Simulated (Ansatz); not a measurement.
**TaC, response to strain**

The reference is TaC in the rock salt structure (space group Fm-3m, No. 225; a = 4.440 Å; relaxed with 0.1 eV smearing). Axes: x, y, z lie along the cube axes.

Strains are applied to the cell and any free atomic positions relax; under biaxial strain the out-of-plane vector relaxes too; under stress the whole cell relaxes.

All numbers come from PBEsol, PAW, 420 eV (Ansatz, a quantum-chemistry and plane-wave program; spin-orbit coupling left out).

Notes on the quantities. energy relative to the base: free energy F; pressure: mean of the normal stresses, compression positive.

| variant | energy relative to the base | pressure | shortest interatomic distance | space group |
|---|---|---|---|---|
| base | 0 meV/atom | 0.0 GPa | 2.220 Å | Fm-3m (No. 225) |
| biaxial strain +4.94 %, plane normal [111], relaxed out of plane | [?] | [?] | 2.269 Å | R-3m (No. 166) |
| isotropic strain −0.50 % | [?] | 5.3 GPa | 2.209 Å | Fm-3m (No. 225) |
| isotropic strain +1.44 % | +21 meV/atom | [?] | 2.252 Å | Fm-3m (No. 225) |
| uniaxial stress, 5 GPa compression along x | +1.1 meV/atom | – | 2.206 Å | I4/mmm (No. 139) |

Task: Some entries are withheld; estimate them.

Result: 
- biaxial strain +4.94 %, plane normal [111], relaxed out of plane, energy relative to the base: +97 meV/atom
- biaxial strain +4.94 %, plane normal [111], relaxed out of plane, pressure: -18.1 GPa
- isotropic strain −0.50 %, energy relative to the base: +2.7 meV/atom
- isotropic strain +1.44 %, pressure: -13.5 GPa

Stability under load was not tested beyond the relaxation. All final runs are without spin polarisation. An odd electron count without spin: TaC.
